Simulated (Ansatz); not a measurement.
The starting structures come from a database of crystals and need not be the phases stable at ambient conditions.

Input:

```
CELL_PARAMETERS angstrom
      5.96403     0.00000     0.00000
      0.00000    10.34726     0.00000
      0.00000     5.17363     5.95687
ATOMIC_POSITIONS crystal
  Pb 0.75000 0.89576 0.20848
  Pb 0.25000 0.10424 0.79152
  Pb 0.75000 0.83984 0.79959
  Pb 0.25000 0.16016 0.20041
  Pb 0.25000 0.63943 0.20041
  Pb 0.75000 0.36057 0.79959
  S  0.75000 0.35728 0.28543
  S  0.25000 0.64272 0.71457
  O  0.75000 0.54892 0.14172
  O  0.25000 0.45108 0.85828
  O  0.25000 0.69064 0.85828
  O  0.75000 0.30936 0.14172
  O  0.00000 0.85747 0.00000
  O  0.00000 0.14253 0.00000
  O  0.50000 0.14253 0.00000
  O  0.50000 0.85747 0.00000
  O  0.95563 0.28700 0.42599
  O  0.04437 0.71300 0.57401
  O  0.45563 0.71300 0.57401
  O  0.54437 0.28700 0.42599
```

Space group of this cell: Cmcm. The cell was relaxed by PBE-D3(BJ); by r2SCAN its mean pressure is -2.3 GPa.

Transport runs along the normal of the first two printed cell vectors.

The gap is the functional's own. No spin-orbit coupling. Mid-gap values are interpolated on the energy grid.

Estimate the band gap and the smallest decay constant κ at mid-gap that r2SCAN (Ansatz, a program for electronic structure) returns for this system.

Gap 3.09 eV on a 6×6×6 mesh; κ = 0.397 1/Å, at the zone centre.
